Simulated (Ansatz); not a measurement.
Take TiAl (space group P4/mmm, No. 123; relaxed with 0.1 eV smearing) as the base.

```xyz
2
Lattice="2.8127 0.0000 0.0000 0.0000 2.8127 0.0000 0.0000 0.0000 4.0616" Properties=species:S:1:pos:R:3 pbc="T T T"
Ti     0.0000     0.0000     0.0000
Al     1.4064     1.4064     2.0308
```

Cartesian axes are those of the cell as printed.

The values are results of r2SCAN in Ansatz (plane waves to 500 eV, PAW, no spin-orbit coupling), not measurements.

For the base:

- Pressure: 0.0 GPa

Modification: the cell is stretched by 1.00 % along x with no lateral relaxation; the atoms relax in the strained cell.

### Question
What does the calculation give for the pressure after the change?

### Answer
The pressure (mean of the normal stresses, compression positive) goes from zero to -1.2 GPa.

### Question
How does this affect the energy relative to the base?

### Answer
The energy rises by 1.0 meV/atom.

Whether these cells are dynamically stable was not tested. All final runs are without spin polarisation.

Ansatz is an electronic-structure program.
